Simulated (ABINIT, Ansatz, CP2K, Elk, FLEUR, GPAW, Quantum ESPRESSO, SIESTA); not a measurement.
**One structure in several programs: SiSnPt5 (P4/mmm, 7 atoms in the cell)**

Self-consistent single point, at a second geometry (lattice scaled by 0.98). First geometry:

```
SiSnPt5
1.0
    4.04672     0.00000     0.00000
    0.00000     4.04672     0.00000
    0.00000     0.00000     7.15583
Si Sn Pt
1 1 5
Direct
  0.00000   0.00000   0.50000
  0.50000   0.50000   0.00000
  0.00000   0.50000   0.29555
  0.00000   0.50000   0.70445
  0.50000   0.00000   0.29555
  0.50000   0.00000   0.70445
  0.00000   0.00000   0.00000
```

Shared settings, as Ansatz (an electronic-structure program) writes them: kpoints.mp_grid.grid = 5 5 3; scf.occupations.method = fermi_dirac; scf.occupations.width = 0.05 eV. Potentials and cutoffs stand in the table.

| code | model | ΔF from the first geometry (meV/atom) | pressure (GPa) | largest force (eV/Å) | cutoff |
|---|---|---|---|---|---|
| CP2K | LDA (Pade form), GPW, DZVP-MOLOPT-SR-GTH basis, GTH-PADE potentials (GTH_POTENTIALS) | -161.9 | -22.66 | 0.458 | grid 500 Ry |
| FLEUR | LDA (Perdew-Zunger), all-electron FLAPW (FLEUR), scalar-relativistic valence | -64.7 | – | – | Kmax 4.6 1/bohr |
| SIESTA | LDA PW92, numerical atomic orbitals DZP, PseudoDojo LDA standard norm-conserving potentials (rewritten from UPF to PSML) | -72.5 | -5.61 | 0.056 | grid 300 Ry |
| Quantum ESPRESSO | LDA (PZ), GBRV 1.5 ultrasoft (LDA) pseudopotentials | -68.3 | -5.86 | 0.042 | 40 Ry |
| Ansatz | LDA (PW92), PAW files made with PBE | -67.5 | -5.00 | 0.047 | 420 eV |
| ABINIT | LDA (PW92), norm-conserving pseudopotentials (PseudoDojo nc-sr-04 LDA standard) | -68.3 | -5.15 | 0.024 | 84 Ry |
| Elk | LDA (PW92), all-electron FP-LAPW, Elk's shipped species files, default APW+lo basis | -75.9 | – | – | rgkmax 7 |
| GPAW | LDA (Perdew-Wang 92), GPAW PAW datasets LDA (gpaw-data 1.0.1) | -67.6 | -5.12 | 0.097 | 600 eV |

For Quantum ESPRESSO (by 0.7 GPa) the energy change implies a higher mean pressure, against the two pressures, than for the other programs: a sign of finite-basis (Pulay) stress.

A dash marks a value that a program does not give, or that is left out as unsure.

On Ansatz's run: spin-orbit coupling is off. Spin polarisation is off.

The spread over the programs that give each value: ΔF from the first geometry within 97.2 meV/atom; pressure within 17.66 GPa; largest force within 0.434 eV/Å.

CP2K and SIESTA use small atom-centred bases, whose incompleteness enters pressures, forces and empty levels differently from a plane-wave cutoff. FLEUR and Elk treat all electrons, but the usual bases taken here (sphere radii, linearisation, local orbitals, empty states) were not tested for convergence, so the values are no reference for the others. Ansatz's pressure is given at a fixed set of plane waves, as the other plane-wave codes print theirs; with its correction for the finite basis it is -4.96 GPa. The same LDA comes in different parametrisations, which differ slightly. In the pressure, CP2K (by 17.52) lies more than 1 GPa from the median of the plane-wave programs. In the force vectors, CP2K (by 0.502) lies more than 0.08 eV/Å from the median of the plane-wave programs.

The starting cell comes from a database of computed structures (which also holds hypothetical and non-ambient phases and stackings), without a prior relaxation at this level. Its lattice was rescaled by a random factor within 2.5 % of one. For this run, on top of that: lattice scaled by 0.98.

Keys are those of Ansatz 0.2.
